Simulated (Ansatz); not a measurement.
The reference is BaCuSF (space group P4/nmm, No. 129; a = 4.035 Å, c = 8.961 Å; a cell from a computed database, its experimental status unchecked).

The values are results of plane-wave PAW DFT at the PBEsol level (Ansatz, a program for electronic structure, 420 eV), no SOC, not measurements.

Before the change:

| Item | Result |
|---|---|
| Valence-band top at Γ | 0.00, 0.00, -0.58 eV |
| Electron mass | 2.0 mₑ along c, 0.36 mₑ across (at Γ) |
| Width of the top valence band | 1.19 eV |

Modification: cell and atoms relaxed at a pressure of 0.3 GPa.

**Question.** What happens to the valence-band top at Γ?

**Answer.** The valence-band top at Γ (three highest levels, from the VBM) goes from 0.00, 0.00, -0.58 eV to 0.00, 0.00, -0.59 eV.

**Question.** Estimate the effect on the electron mass.

**Answer.** The electron mass becomes 2.1 mₑ along c, 0.36 mₑ across (at Γ) (base: 2.0 mₑ along c, 0.36 mₑ across (at Γ)).

**Question.** How does this affect the width of the top valence band?

**Answer.** The width of the top valence band stays essentially unchanged (1.19 eV against 1.20 eV).

The levels and masses belong to the bands next to the band gap. Load acts through the strain it causes; cell and atoms are relaxed under it. Masses are band curvatures over ±0.01 Å⁻¹ around the edge. Stability against distortions was not tested. No Hubbard U is applied. The final runs are not spin-polarised.
